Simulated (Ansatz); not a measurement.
The parent structure is MgTe in the zinc blende structure (space group F-43m, No. 216; a = 6.509 Å).

All numbers come from PBE in Ansatz (plane waves to 420 eV, PAW, no SOC).

One change was made to it. Results:

```tsv
quantity	base	after
band gap	2.33 eV	2.72 eV
electron mass	0.17 mₑ (at Γ)	0.62 mₑ along k, 0.31 mₑ across (at X)
shortest interatomic distance	2.819 Å	2.720 Å
gap character	direct at Γ	indirect, Γ → X
hole mass (degenerate bands, along [100])	0.20, 0.92, 0.92 mₑ (at Γ)	0.21, 0.83, 0.83 mₑ (at Γ)
```

Task: What was done to the base?
A. pressure 30 GPa
B. pressure 0.9 GPa
C. pressure −2 GPa
D. pressure 15 GPa
E. pressure 4.5 GPa

Result: E, pressure 4.5 GPa. For comparison, the band gap in the other runs: pressure 30 GPa gives 2.07 eV; pressure −2 GPa gives 2.04 eV; pressure 15 GPa gives 2.42 eV; pressure 0.9 GPa gives 2.44 eV.

Spin-orbit coupling, missing from the scalar runs, can matter with Te. Load acts through the strain it causes; cell and atoms are relaxed under it. Masses are band curvatures over ±0.01 Å⁻¹ around the edge. Along k means along the line from Γ to the band edge. No phonon test of stability was made. Tetrahedral semiconductors of this kind turn to denser phases somewhere between about 1 and 50 GPa; those were not computed, so compressed cells here can lie past the real transition.

Ansatz is a program for electronic structure.
